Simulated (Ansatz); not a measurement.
BN: response to strain

Base system: BN in the wurtzite structure (space group P6_3mc, No. 186).

```
CELL_PARAMETERS angstrom
      2.52320     0.00000     0.00000
     -1.26160     2.18516     0.00000
      0.00000     0.00000     4.17514
ATOMIC_POSITIONS crystal
  B  0.33333 0.66667 0.00030
  B  0.66667 0.33333 0.50030
  N  0.33333 0.66667 0.37470
  N  0.66667 0.33333 0.87470
```

Strains are applied to the cell and any free atomic positions relax.

The values are results of LDA (Ansatz, a first-principles code), no spin-orbit coupling, not measurements.

Notes on the quantities. pressure: mean of the normal stresses, compression positive.

| change | smallest direct gap | pressure | volume per atom |
|---|---|---|---|
| base | 8.29 eV | 0.00 GPa | 5.76 Å³ |
| isotropic strain +0.60 % | 8.20 eV | -6.98 GPa | 5.86 Å³ |
| isotropic strain +1.20 % | 8.12 eV | -13.47 GPa | 5.96 Å³ |
| isotropic strain +1.80 % | 8.04 eV | -19.50 GPa | 6.07 Å³ |
| isotropic strain +2.40 % | 7.95 eV | -25.10 GPa | 6.18 Å³ |
| isotropic strain +3.00 % | 7.86 eV | -30.28 GPa | 6.29 Å³ |

Whether these cells are dynamically stable was not tested.
